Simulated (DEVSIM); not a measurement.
Structure: illuminated Si n-on-p cell, one wavelength, at 250 K.

```csv
layer (left to right),material,thickness (μm),Nd (cm⁻³),Na (cm⁻³),τn (s),τp (s),absorption coefficient (cm⁻¹)
1,Si,0.0970,5.5e17,-,3.6e-6,2e-7,230
2,Si,31.0,-,9.5e16,1.7e-5,1.7e-5,230
```

Left contact: ohmic, minority hole recombination velocity 3000 cm/s. Right contact: ohmic, minority electron recombination velocity 8000 cm/s. Voltage is applied to the left contact. Recombination: SRH at mid-gap, radiative, Auger. Gap narrowing is on: ΔEg = 6.92 meV × (l + √(l² + 0.5)), l = ln(N/1.3e17 cm⁻³), shared equally by both band edges. Light enters at the left, 3e17 photons cm⁻² s⁻¹, one pass, no reflection. Mobility is μmin + (μ − μmin)/(1 + (N/Nref)^α).

The device is made up for the run: typed textbook-type constants, with dimensions and the other settings drawn at random. Values at 300 K; Nc and Nv go as T^1.5, mobilities as T to minus their exponent, the gap by Varshni's rule with the affinity fixed.

| parameter | Si |
|---|---|
| gap (eV) | 1.124 |
| affinity (eV) | 4.05 |
| permittivity | 11.7 |
| Nc (cm⁻³) | 2.86e19 |
| Nv (cm⁻³) | 3.1e19 |
| μn (cm²/Vs) | 1417 |
| μp (cm²/Vs) | 470 |
| μn,min | 52 |
| μp,min | 45 |
| Nref,n | 9.7e16 |
| Nref,p | 2.2e17 |
| αn | 0.68 |
| αp | 0.72 |
| T exponent of μn | 2.3 |
| T exponent of μp | 2.2 |
| B (cm³/s) | 4.7e-15 |
| Cn (cm⁶/s) | 2.8e-31 |
| Cp (cm⁶/s) | 9.9e-32 |
| Varshni α (eV/K) | 0.000473 |
| Varshni β (K) | 636 |

Simulated with DEVSIM: 1D drift-diffusion, Boltzmann statistics, complete ionisation; no tunnelling, impact ionisation, image-force lowering or self-heating.

The photon flux was swept, all else fixed.

```json
[
 {"photon flux (cm^-2 s^-1)": "9e15", "fill factor": "0.85", "largest power (mW/cm²)": "0.313", "short-circuit current (mA/cm²)": "0.571", "open-circuit voltage (V)": "0.642"},
 {"photon flux (cm^-2 s^-1)": "3e16", "fill factor": "0.86", "largest power (mW/cm²)": "1.09", "short-circuit current (mA/cm²)": "1.90", "open-circuit voltage (V)": "0.668"},
 {"photon flux (cm^-2 s^-1)": "9e16", "fill factor": "0.86", "largest power (mW/cm²)": "3.41", "short-circuit current (mA/cm²)": "5.71", "open-circuit voltage (V)": "0.691"},
 {"photon flux (cm^-2 s^-1)": "3e17", "fill factor": "0.87", "largest power (mW/cm²)": "11.8", "short-circuit current (mA/cm²)": "19.0", "open-circuit voltage (V)": "0.717"},
 {"photon flux (cm^-2 s^-1)": "9e17", "fill factor": "0.87", "largest power (mW/cm²)": "36.8", "short-circuit current (mA/cm²)": "57.1", "open-circuit voltage (V)": "0.741"},
 {"photon flux (cm^-2 s^-1)": "3e18", "fill factor": "0.88", "largest power (mW/cm²)": "128", "short-circuit current (mA/cm²)": "190", "open-circuit voltage (V)": "0.767"},
 {"photon flux (cm^-2 s^-1)": "9e18", "fill factor": "0.88", "largest power (mW/cm²)": "396", "short-circuit current (mA/cm²)": "571", "open-circuit voltage (V)": "0.791"}
]
```

From the first row to the last the fill factor goes from 0.85 to 0.88. From the first row to the last the largest power goes from 0.313 to 396.
